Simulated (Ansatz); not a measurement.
Fluorite PbF2 (high-temperature phase): PBE at its full settings (plane-wave cutoff 520 eV, 10×10×10 k mesh, Fermi–Dirac smearing 0.01 eV, scalar-relativistic PAW data made under PBE) and at cheaper ones, in a cell of 3 atoms with Γ-centred meshes.

| level and setting | equilibrium lattice constant a (Å) | bulk modulus B0 (GPa) |
|---|---|---|
| PBE (Ansatz) | 6.001 | 66.5 |
| PBE (Γ point alone) (Ansatz) | 6.046 | 69.5 |
| PBE (2×2×2 k mesh) (Ansatz) | 6.015 | 65.5 |
| PBE (4×4×4 k mesh) (Ansatz) | 6.001 | 66.6 |
| PBE (6×6×6 k mesh) (Ansatz) | 6.001 | 66.5 |
| PBE (Fermi-Dirac smearing of 0.3 eV) (Ansatz) | 6.001 | 66.5 |

Largest shifts from the full settings: lattice constant a +0.75 % (PBE (Γ point alone)), against a difference of +1.03 % of the full result from the reference 5.94 Å (measured, temperature not stated, no zero-point or thermal correction; as tabulated in Cadelano and Cappellini (2011), arXiv:1107.5962); bulk modulus +4.5 % (PBE (Γ point alone)), against a difference of +3.9 % of the full result from the reference 64 GPa (measured, temperature not stated, no zero-point or thermal correction; as tabulated in Cadelano and Cappellini (2011), arXiv:1107.5962).

Ansatz's density-functional and Hartree–Fock values are scalar-relativistic unless marked +SOC, with PAW data made under PBE.

Run with cheap settings on purpose, which may leave them unconverged: PBE (2×2×2 k mesh), PBE (4×4×4 k mesh), PBE (6×6×6 k mesh), PBE (Fermi-Dirac smearing of 0.3 eV), PBE (Γ point alone).

Ansatz is a first-principles code.
